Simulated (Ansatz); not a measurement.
Quick settings and what they miss: Ag₃Sb (Pmmn, 8 atoms in the cell)

Self-consistent single point.

```
Ag3Sb
1.0
    4.97911     0.00000     0.00000
    0.00000     6.16681     0.00000
    0.00000     0.00000     5.43985
Ag Sb
6 2
Cartesian
  2.48956   0.00000   1.77513
  0.00000   3.08341   3.66472
  0.00000   1.55404   0.83670
  0.00000   4.61278   0.83670
  2.48956   1.52937   4.60315
  2.48956   4.63744   4.60315
  0.00000   0.00000   3.64568
  2.48956   3.08341   1.79417
```

Method: PBEsol, PAW files made with PBE (plane waves; Ansatz, a first-principles code).

Base settings: basis.ecutwfc = 420 eV; kpoints.mp_grid.grid = 6 5 5; hamiltonian.xc = pbesol; hamiltonian.pseudopotentials = {kind: paw} (the program's default PAW files); scf.occupations.method = cold; scf.occupations.width = 0.1 eV.

Tight run (finer mesh or higher cutoff; not a proven limit): basis.ecutwfc: 420 eV → 590 eV; kpoints.mp_grid.grid: 6 5 5 → 9 7 7; scf.convergence.dr2_threshold: default (1e-07 eV) → 1e-09 eV. It gave Fermi level (on the code's own zero) 14.12 eV; pressure -8.22 GPa; largest force (vector length) 0.062 eV/Å.

Quick runs, as changes from the base:
- A: the base itself
- B: basis.ecutwfc: 420 eV → 295 eV; kpoints.mp_grid.grid: 6 5 5 → 4 4 4; hamiltonian.xc: pbesol → lda; scf.convergence.dr2_threshold: default (1e-07 eV) → 0.001 eV [LDA (PW92)]
- C: basis.ecutwfc: 420 eV → 210 eV; kpoints.mp_grid.grid: 6 5 5 → 4 4 4; kpoints.mp_grid.shift: default → 0.5 0.5 0.5
- D: basis.ecutwfc: 420 eV → 250 eV; kpoints.mp_grid.grid: 6 5 5 → 6 6 6; scf.occupations.method: cold → methfessel_paxton; scf.occupations.width: 0.1 eV → 0.272 eV; kpoints.mp_grid.shift: default → 0.5 0.5 0.5
- E: basis.ecutwfc: 420 eV → 210 eV; kpoints.mp_grid.grid: 6 5 5 → 2 2 2

Dashes: energy of B, another energy zero.

† marks runs with another functional, U, potentials or spin treatment: their distance from the tight run is not a convergence error alone.

The count of work is k-points × plane waves × bands × iterations; it is no time. 

Pressures in the table are Ansatz's without its Pulay estimate, at a fixed set of plane waves; the tight run's value above holds the estimate.

The starting cell comes from a database of computed structures (which also holds hypothetical and non-ambient phases and stackings), without a prior relaxation at this level. Its lattice was rescaled by a random factor within 2.5 % of one. In the base run, with a pressure of about -8 GPa the cell is away from its equilibrium volume at this level. The run gives no clean gap (levels at the Fermi energy touch, overlap or are partly filled at this smearing), which alone does not show that the compound is a metal.

| run | energy less tight (meV/atom) | pressure less tight (GPa) | largest miss in a force vector (eV/Å) | count of work / tight |
|---|---|---|---|---|
| A | 1.8 | 0.04 | 0.047 | 0.22 |
| B† | – | -11.01 | 0.091 | 0.054 |
| C | 4701.9 | -196.70 | 0.346 | 0.015 |
| D | 854.8 | -48.68 | 0.077 | 0.076 |
| E | 4590.4 | -190.45 | 0.440 | 0.015 |

Among the runs at the tight run's level, the energy misses run from 1.8 to 4701.9 meV/atom.

Left out of this page: 1 run of the series outside the window shown, repeating another row's setting, or not comparable.

Keys are those of Ansatz 0.2.
